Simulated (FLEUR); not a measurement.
A self-consistent single point of RbCl (Fm-3m, 2 atoms in the cell) with FLEUR

Level of theory: PBE, all-electron FLAPW (FLEUR), scalar-relativistic valence in FLEUR.

The input file:

Input of the input generator:

```
RbCl FLAPW
&input film=f /
0.0000000000 6.1662613823 6.1662613823
6.1662613823 0.0000000000 6.1662613823
6.1662613823 6.1662613823 0.0000000000
1.0
1.0 1.0 1.0

2
37 0.0000000000 0.0000000000 0.0000000000
17 0.5000000000 0.5000000000 0.5000000000

&comp jspins=1 /
&kpt div1=9 div2=9 div3=9 /
&end /
```

```xml
<?xml version="1.0" encoding="UTF-8" standalone="no"?>
<fleurInput fleurInputVersion="0.39">
   <comment>
      RbCl FLAPW                                                                                          
   </comment>
   <calculationSetup>
      <cutoffs Kmax="3.8" Gmax="15.2" GmaxXC="15.2" numbands="0"/>
      <scfLoop itmax="80" minDistance="0.00001" maxIterBroyd="25" imix="Anderson" alpha="0.05" precondParam="0.0" spinf="2.0"/>
      <coreElectrons ctail="T" frcor="F" kcrel="0" coretail_lmax="0"/>
      <xcFunctional name="pbe" relativisticCorrections="F"/>
      <magnetism jspins="1"/>
      <soc l_soc="F" theta="0.0" phi="0.0" spav="F"/>
      <expertModes spex="0" secvar="F"/>
      <geometryOptimization l_f="T" forcealpha="1.0" forcemix="BFGS" epsdisp="0.00001" epsforce="0.00001"/>
      <ldaU l_linMix="F" mixParam="0.05" spinf="1.0"/>
   </calculationSetup>
   <cell>
      <bzIntegration valenceElectrons="16.0" mode="gauss" fermiSmearingEnergy="0.00036749">
         <kPointListSelection listName="default-1"/>
         <!-- k-points included here -->
         <xi:include xmlns:xi="http://www.w3.org/2001/XInclude" href="kpts.xml"> </xi:include>
      </bzIntegration>
      <!-- symmetry operations included here -->
      <xi:include xmlns:xi="http://www.w3.org/2001/XInclude" href="sym.xml"> </xi:include>
      <bulkLattice scale="1.0">
         <bravaisMatrix>
            <row-1>    0.0000000000000000     6.1662613823000001     6.1662613823000001</row-1>
            <row-2>    6.1662613823000001     0.0000000000000000     6.1662613823000001</row-2>
            <row-3>    6.1662613823000001     6.1662613823000001     0.0000000000000000</row-3>
         </bravaisMatrix>
      </bulkLattice>
   </cell>
   <atomSpecies>
      <species name="Rubidium (Rb)" element="Rb" atomicNumber="37">
         <mtSphere radius="2.68" gridPoints="925" logIncrement="0.014"/>
         <atomicCutoffs lmax="10" lnonsphr="8"/>
         <electronConfig flipSpins="F">
            <coreConfig>(1s1/2) (2s1/2) (2p1/2) (2p3/2) (3s1/2) (3p1/2) (3p3/2) (3d3/2) (3d5/2)</coreConfig>
            <valenceConfig>(4s1/2) (4p1/2) (4p3/2) (5s1/2)</valenceConfig>
            <stateOccupation state="(5s1/2)" spinUp="0.5" spinDown="0.5"/>
         </electronConfig>
         <energyParameters s="5" p="5" d="4" f="4"/>
         <lo type="SCLO" l="0" n="4" eDeriv="0"/>
         <lo type="SCLO" l="1" n="4" eDeriv="0"/>
      </species>
      <species name="Chlorine (Cl)" element="Cl" atomicNumber="17">
         <mtSphere radius="2.68" gridPoints="925" logIncrement="0.013"/>
         <atomicCutoffs lmax="10" lnonsphr="8"/>
         <electronConfig flipSpins="F">
            <coreConfig>(1s1/2) (2s1/2) (2p1/2) (2p3/2)</coreConfig>
            <valenceConfig>(3s1/2) (3p1/2) (3p3/2)</valenceConfig>
            <stateOccupation state="(3p1/2)" spinUp="0.8333333333333" spinDown="0.8333333333333"/>
            <stateOccupation state="(3p3/2)" spinUp="1.6666666666667" spinDown="1.6666666666667"/>
         </electronConfig>
         <energyParameters s="3" p="3" d="3" f="4"/>
      </species>
   </atomSpecies>
   <atomGroups>
      <atomGroup species="Rubidium (Rb)">
         <relPos label="                   1">.0000000000 .0000000000 .0000000000</relPos>
         <force calculate="T" relaxXYZ="TTT"/>
      </atomGroup>
      <atomGroup species="Chlorine (Cl)">
         <relPos label="                   2">1.000/2.000 1.000/2.000 1.000/2.000</relPos>
         <force calculate="T" relaxXYZ="TTT"/>
      </atomGroup>
   </atomGroups>
   <output dos="F" band="F" slice="F">
      <checks vchk="F" cdinf="F"/>
      <bandDOS minEnergy="-.5*Htr" maxEnergy="0.5*Htr" sigma="0.015" storeEVData="T"/>
      <vacuumDOS vacdos="F" integ="F" star="F" nstars="0" locx1="0.0" locy1="0.0" locx2="0.0" locy2="0.0" nstm="0" tworkf="0.0"/>
      <unfoldingBand unfoldBand="F" supercellX="1" supercellY="1" supercellZ="1"/>
      <plotting iplot="0" polar="F">
         <plot TwoD="T" vec1="  1.0  0.0  0.0" vec2="  0.0  1.0  0.0" vec3="  0.0  0.0  1.0" zero="  0.0  0.0  0.0" file="plot"/>
      </plotting>
      <chargeDensitySlicing numkpt="0" minEigenval="0.0" maxEigenval="0.0" nnne="0" pallst="F"/>
      <specialOutput eonly="F"/>
      <magneticCircularDichroism mcd="F" energyLo="-10.0" energyUp="0.0"/>
   </output>
  <!-- We include the file relax.xml here to enable relaxations (see documentation) -->
  <xi:include xmlns:xi="http://www.w3.org/2001/XInclude" href="relax.xml"> <xi:fallback/> </xi:include>
</fleurInput>
```

Output (repeated stretches shortened):

```
      Welcome to FLEUR        (www.flapw.de)
      MaX-Release 8.1          (www.max-centre.eu)

 ========== k-point set info ==========
 Selected k-point list: default-1
 k-point list type: mesh
 9 x 9 x 9
 Number of k points: 35

 ------------Calculation Setup---------------------------
           1           5           7          35
 Number of basis functions:          460
 Iteration:     1   Distance:       4.62448195 me/bohr^3
 Iteration:     2   Distance:       4.08045687 me/bohr^3
 Iteration:     3   Distance:       1.58271373 me/bohr^3
 Iteration:     4   Distance:       1.19537710 me/bohr^3
 Iteration:     5   Distance:       0.45195206 me/bohr^3
 Iteration:     6   Distance:       0.29033644 me/bohr^3
   [... 4 lines left out ...]
 Iteration:    11   Distance:       0.00058464 me/bohr^3
 Iteration:    12   Distance:       0.00018033 me/bohr^3
 Iteration:    13   Distance:       0.00003870 me/bohr^3
 Iteration:    14   Distance:       0.00004026 me/bohr^3
 Iteration:    15   Distance:       0.00000471 me/bohr^3
 Run finished successfully
 Stop message:
   Structural relaxation: Done

[file out, last iteration]
             iter=     16
          p o t e n t i a l   g e n e r a t o r
[...]
          integral of pseudo charge density inside the slab=        0.000000   0.000000
     coulomb potential in the interstitial region:
          density-coulomb potential integrals
          total density-coulomb potenti    -5371.9266712164
          density-effective potential integrals for spin  1
          total density-effective poten   -5.5398290688E+03
          charge density-energy density integrals
          total charge density-energy d   -1.2914205143E+02
 Updated energy parameters for spin:           1
  Atom    1 5s branch from -0.77 to  2.45 htr. ; e_l =  0.1933
  Atom    1 5p branch from -0.08 to  3.05 htr. ; e_l =  0.3012
  Atom    1 4d branch from -3.51 to  1.02 htr. ; e_l =  0.3023
  Atom    1 4f branch from -9.99 to  2.11 htr. ; e_l =  0.5080
  Atom    1 4s branch from-10.64 to -0.77 htr. ; e_l(l -0.8712
  Atom    1 4p branch from -7.95 to -0.08 htr. ; e_l(l -0.2921
  Atom    2 3s branch from -8.92 to -0.29 htr. ; e_l = -0.4341
  Atom    2 3p branch from -6.68 to  0.25 htr. ; e_l = -0.0078
  Atom    2 3d branch from -9.99 to  1.05 htr. ; e_l =  0.4041
  Atom    2 4f branch from -9.99 to  2.63 htr. ; e_l =  0.5945
[...]
 fermi energy and band-weighting factors:
at   0.44444   0.44444   0.44444   k-weight:    0.010974
   13 eigenvalues :
   -0.869976   -0.437989   -0.284709   -0.284709   -0.283119   -0.025829   -0.006509   -0.006509
    0.294044    0.302096    0.377459    0.377459    0.418835
   [... 2 blocks of this kind left out ...]

[...]
FERMIE:
          first approx. to ef    (T=0)  :   0.006293 htr   (energy of the highest occ. eigenvalue)
          number of occ. states  (T=0)  :        280
          first approx. to seigv (T=0)  :  -4.368558 htr
          sum of weights of occ. states :   8.000000
          sum of semicore charge        :   0.000000 e
          fermi energy=   0.00929 har   work function=  -0.25289 ev
          number of valence electrons=  16.00000
     band-weighting factor for spin=    1
   [... lines left out ...]
          total moment                 =     0.00000
 Direct bandgap for spin            1 :   0.19168753688819209       Htr
   [... lines left out ...]
          0.00000045  electrons lost from core.
          total charge for spin  1=   54.000000
          interst. charge =       1.765089
          mt charge=             35.517616   16.717295
          total charge  =   54.000000
          zc=    54.000000     qfix=    1.000000
     t o t a l  e n e r g y
          sum of eigenvalues =             -2009.4414718628
          density-coulomb potential int    -5371.9266712164
          density-effective potential i    -5539.8290688358
          charge density-ex.-corr.energ     -129.1420514272
          el.-nucl. inter. diff. m.t.       3592.7951543301
          Madelung term for atom type:       -12.1758858726
          el.-nucl. inter. diff. m.t.        550.6261711730
          Madelung term for atom type:        -2.8117704319
 ---->    total energy=                    -3443.1267718700 htr
 ---->    (input%tkb*entropy) TS=              0.0000000000 htr
 ---->    free energy=                     -3443.1267718700 htr
      extrapolation for T->0
 ---->    total electron energy=           -3443.1267718700 htr
 ***** TOTAL FORCES ON ATOMS *****
 TOTAL FORCE FOR ATOM TYPE=  1  X=  0.000   Y=  0.000   Z=  0.000
                       FX_TOT= 0.000000 FY_TOT= 0.000000 FZ_TOT= 0.000000
 TOTAL FORCE FOR ATOM TYPE=  2  X=  6.166   Y=  6.166   Z=  6.166
                       FX_TOT= 0.000000 FY_TOT= 0.000000 FZ_TOT= 0.000000
 Structural relaxation: Done
```

The run converged in 15 iterations. FLEUR gives forces in its relaxation mode, with a further iteration, so its stop message speaks of a relaxation.

The starting cell comes from a database of computed structures (which also holds hypothetical and non-ambient phases and stackings), without a prior relaxation at this level. Its lattice was rescaled by a random factor within 2.5 % of one. Values depend on the basis (sphere radii, cutoffs, local orbitals), which need not be converged.

Cost on one core of a shared machine: roughly 60 s.
